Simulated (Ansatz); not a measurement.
An Ansatz (a quantum-chemistry and plane-wave program) input (Kohn–Sham DFT with the PBEsol functional, run in Ansatz with PAW and 420 eV plane waves, scalar-relativistic without spin-orbit coupling, earlier PAW set):

Ansatz 0.2 input:
```yaml
crystal:
  lattice:
    - [4.6251239915, 0, 0]
    - [0, 6.5409130764, 0]
    - [0, 0, 24.2502479829]
  atoms:
    - { symbol: Sn, position: [0.75, 1, 0.3092751878] }
    - { symbol: Sn, position: [0.25, 0.25, 0.3092751878] }
    - { symbol: Sn, position: [1.25, 1.5, 0.4046375939] }
    - { symbol: Sn, position: [0.75, 0.75, 0.4046375939] }
    - { symbol: Sn, position: [1.75, 2, 0.5] }
    - { symbol: Sn, position: [1.25, 1.25, 0.5] }
    - { symbol: Sn, position: [2.25, 2.5, 0.5953624061] }
    - { symbol: Sn, position: [1.75, 1.75, 0.5953624061] }
    - { symbol: Sn, position: [2.75, 3, 0.6907248122] }
    - { symbol: Sn, position: [2.25, 2.25, 0.6907248122] }
basis: { ecutwfc: 420, ecutrho_ratio: 4, xc_grid: 2, fft_grid_basis: typed }
kpoints: { mp_grid: { grid: [10, 7, 1] } }
hamiltonian:
  xc: pbesol
  dispersion: none
  pseudopotentials: { azcp: { folder: ./paw }, kind: paw }
scf: { occupations: { method: fermi_dirac, width: 0.05 }, convergence: { dr2_threshold: 0.000000001 } }
relax: { f_tol: 0.01, max_steps: 50 }
output: { forces: true, stress: true }
checkpoint: { write: state.ck, write_every: 1000 }
```

**Question.** Which symmetry and how many k-points will the program report, and about how many plane waves at Γ?

**Answer.** Space group Pmma (ITA 51) with 8 operations, k-points 24 of 70, and 14315 plane waves at Γ.

No phonon test of stability was made. The cell was made from Sn in the diamond structure (space group Fd-3m, No. 227) by this change: a free-standing slab of 5 layers (10 atoms, 2 a layer) is cut normal to [110], with 15 Å of vacuum and the in-plane cell held at bulk.
